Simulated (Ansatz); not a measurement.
BaZrO3: response to strain

Start from BaZrO₃ in the cubic perovskite structure (space group Pm-3m, No. 221).

```yaml
crystal:
  lattice:
    - [4.22716, 0.00000, 0.00000]
    - [0.00000, 4.22716, 0.00000]
    - [0.00000, 0.00000, 4.22716]
  atoms:
    - { symbol: Ba, position: [0.00000, 0.00000, 0.00000] }
    - { symbol: Zr, position: [0.50000, 0.50000, 0.50000] }
    - { symbol: O, position: [0.50000, 0.00000, 0.50000] }
    - { symbol: O, position: [0.00000, 0.50000, 0.50000] }
    - { symbol: O, position: [0.50000, 0.50000, 0.00000] }
```

Strains are applied to the cell and any free atomic positions relax.

The values are results of PBE (Ansatz, a program for electronic structure), no SOC, not measurements.

Notes on the quantities. energy relative to the base: free energy F.

```csv
isotropic strain (%),energy relative to the base (meV/atom)
0,0.0
0.6,2.2
1.2,8.7
1.8,19.3
2.4,?
3,51.5
```

**Question.** Fit ΔE = Aε² + Bε³ (ε in %) to the rows shown and predict the withheld row.

**Answer.** Least squares on the printed values gives A = 6.29 and B = -0.19 meV/atom (largest residual 0.0 meV/atom); this predicts 33.6 meV/atom, and the run gives 33.6 meV/atom, in agreement.

Stability against distortions was not tested.
